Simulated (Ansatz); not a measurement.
Levels about the gap of amorphous Zr$_{20}$O$_{41}$Na$_{2}$ (63 atoms in a cell of 813 Å³, 5.16 g/cm³; zone centre alone, so wide bands show as single levels with stretches between that a denser mesh fills), at the geometry that PBE relaxed, where it gives -1.5 GPa on a denser mesh. The participation number counts the atoms over which a state spreads; weights are charges in smoothed Voronoi cells. The levels come from a single point, so bond lengths are those of that geometry. Method of the levels: PBE, scalar-relativistic without spin-orbit coupling (Ansatz, an electronic-structure program). Sampling: the zone centre alone; Fermi-Dirac width 0.02 eV; no spin polarisation.

Preparation: random packing, a CHGNet melt and quench, and a DFT relaxation. O atoms were pushed apart under 1.9 Å during the dynamics, to hinder bonds among them. The hot cell started wider than the set density and was brought back towards it in steps. It is the lowest in DFT energy of 2 quenches. It is a model cell: composition and starting density were chosen by hand, and all elements were melted together. No dispersion term was used. Its density started from a set value of 5.16 and ended at 5.16 g/cm³. Cooling (nominally 380 K/ps over its main leg) ran many orders faster than in experiment, which tends to leave more defects and strain. One small periodic cell is one sample of the glass; other quenches scatter about these values. The volume was held where the preparation left it and the shape relaxed, at a PBE pressure of -1.5 GPa (tension). Stress components on the final sampling reach 1.6 GPa. On a 2×2×2 Γ-centred mesh force components of up to 0.13 eV/Å stay, since the relaxation ran on the zone centre alone.

| E - E(highest filled), eV | filling | participation number | largest on | weight O | weight Zr | weight Na |
|---|---|---|---|---|---|---|
| -0.34 | filled | 20.8 | O, 3 neighbours | 0.94 | 0.06 | 0.00 |
| -0.30 | filled | 18.9 | O, 3 neighbours | 0.93 | 0.07 | 0.00 |
| -0.26 | filled | 18.2 | O, 3 neighbours | 0.94 | 0.05 | 0.00 |
| -0.18 | filled | 14.3 | O, 4 neighbours | 0.94 | 0.05 | 0.00 |
| -0.09 | filled | 12.7 | O, 3 neighbours | 0.95 | 0.05 | 0.00 |
| -0.07 | filled | 13.2 | O, 3 neighbours | 0.95 | 0.05 | 0.00 |
| 0.00 | filled | 19.1 | O, 3 neighbours | 0.95 | 0.05 | 0.00 |
| 3.44 | empty | 23.4 | Zr, 6 neighbours | 0.38 | 0.62 | 0.00 |
| 3.50 | empty | 26.1 | Zr, 7 neighbours | 0.36 | 0.64 | 0.00 |
| 3.58 | empty | 19.1 | Zr, 7 neighbours | 0.36 | 0.64 | 0.00 |
| 3.67 | empty | 24.4 | Zr, 6 neighbours | 0.36 | 0.63 | 0.00 |
| 3.79 | empty | 21.3 | Zr, 7 neighbours | 0.34 | 0.66 | 0.00 |
| 3.81 | empty | 29.9 | Zr, 7 neighbours | 0.35 | 0.65 | 0.00 |
| 3.86 | empty | 29.4 | Zr, 7 neighbours | 0.36 | 0.63 | 0.00 |

Most localised among these is the filled level at -0.09 eV, on a O atom, which has 3 neighbours (Zr 2.04 Å, Zr 2.10 Å, Zr 2.27 Å).
